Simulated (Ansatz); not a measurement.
Start from CuI in the zinc blende structure (space group F-43m, No. 216; a = 5.939 Å).

Computed with PBEsol in Ansatz (plane waves to 420 eV, PAW, spin-orbit coupling left out), earlier PAW set.

Before the change:

```
Quantity                                 Result
-------------------  --------------------------
Band gap                                1.17 eV
Lattice parameter a                     5.939 Å
Hole mass            0.20, 0.64, 0.64 mₑ (at Γ)
```

Now apply this change: every Cu is replaced by Ag; the structure is relaxed again.

Tabulated Pauling electronegativity and covalent radius: Cu 1.90, 1.32 Å; Ag 1.93, 1.45 Å.

Question: What happens to the band gap?

Answer: The band gap goes up by 0.024 eV, from 1.17 eV to 1.20 eV.

Question: What happens to the lattice parameter a?

Answer: The lattice parameter a increases by 0.511 Å, from 5.939 Å to 6.450 Å.

Question: What happens to the hole mass?

Answer: The hole mass (degenerate bands, along [100]) goes from 0.20, 0.64, 0.64 mₑ (at Γ) to 0.18, 0.68, 0.68 mₑ (at Γ).

With I present, leaving out spin-orbit coupling can change the band edges. Effective masses come from finite differences of ±0.01 Å⁻¹. Whether these cells are dynamically stable was not tested. The final runs are not spin-polarised.

Ansatz is a quantum-chemistry and plane-wave program.
